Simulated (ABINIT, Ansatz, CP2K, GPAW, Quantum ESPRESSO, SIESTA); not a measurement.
## Code comparison for InSb (F-43m, 2 atoms in the cell)

Self-consistent single point.

```xyz
2
Lattice="0.0000 3.3166 3.3166 3.3166 0.0000 3.3166 3.3166 3.3166 0.0000" Properties=species:S:1:pos:R:3 pbc="T T T"
In     0.0000     0.0000     0.0000
Sb     1.6583     1.6583     1.6583
```

All programs got the same cell, k-point mesh and kind of occupations (in Ansatz's words: kpoints.mp_grid.grid = 6 6 6; scf.occupations.method = fermi_dirac; scf.occupations.width = 0.1 eV); potentials, basis and cutoffs are each program's usual ones.

```json
[
 {"code": "SIESTA", "model": "GGA PBEsol, numerical atomic orbitals DZP, PseudoDojo PBEsol standard norm-conserving potentials (rewritten from UPF to PSML)", "pressure (GPa)": "-1.54", "k-points": "132", "cutoff": "grid 300 Ry"},
 {"code": "GPAW", "model": "PBEsol, GPAW PAW datasets PBEsol (made by gpaw-setup)", "pressure (GPa)": "-2.34", "k-points": "16", "cutoff": "550 eV"},
 {"code": "CP2K", "model": "PBEsol, GPW, DZVP-MOLOPT-SR-GTH basis, GTH-PBE potentials (GTH_POTENTIALS)", "pressure (GPa)": "-0.93", "k-points": "112", "cutoff": "grid 500 Ry"},
 {"code": "Quantum ESPRESSO", "model": "PBEsol, PSlibrary PAW (PBE) pseudopotentials", "pressure (GPa)": "-2.48", "k-points": "16", "cutoff": "50 Ry"},
 {"code": "ABINIT", "model": "PBEsol, PAW (JTH v2.0 PBE PAW, files made for PBE)", "pressure (GPa)": "-2.23", "k-points": "16", "cutoff": "40 Ry"},
 {"code": "Ansatz", "model": "PBEsol, PAW files made with PBE", "pressure (GPa)": "-1.90", "k-points": "16", "cutoff": "default"}
]
```

No clean gap comes from SIESTA, GPAW, CP2K, Quantum ESPRESSO, ABINIT and Ansatz (a quantum-chemistry and plane-wave program): levels at the Fermi energy touch, overlap or are partly filled at this smearing.

The spread over the programs that give each value: pressure within 1.55 GPa.

The starting cell comes from a database of computed structures (which also holds hypothetical and non-ambient phases and stackings), without a prior relaxation at this level. On Ansatz's run: Spin-orbit coupling is off. The run gives no clean gap (levels at the Fermi energy touch, overlap or are partly filled at this smearing), which alone does not show that the compound is a metal.

Q: Why do the programs differ, and what cannot be compared?

A: Differences of this kind can come from the potentials, where these differ, and from what each basis and cutoff leave unconverged. The valence holds different numbers of electrons (SIESTA 28, GPAW 28, CP2K 18, Quantum ESPRESSO 18, ABINIT 28, Ansatz 28). The zero of total energies and Fermi levels follows the potentials and each program's conventions, so they are not compared here. SIESTA and CP2K use small atom-centred bases, whose incompleteness enters pressures, forces and empty levels differently from a plane-wave cutoff. Ansatz's pressure is given at a fixed set of plane waves, as the other plane-wave codes print theirs. The programs reduce the same mesh by symmetry to different extents, which changes the work and not the result. In the pressure, CP2K (by 1.35) lies more than 1 GPa from the median of the plane-wave programs.

Left out of this page: Elk and FLEUR (not drawn, or without a comparable value).

Keys are those of Ansatz 0.2.
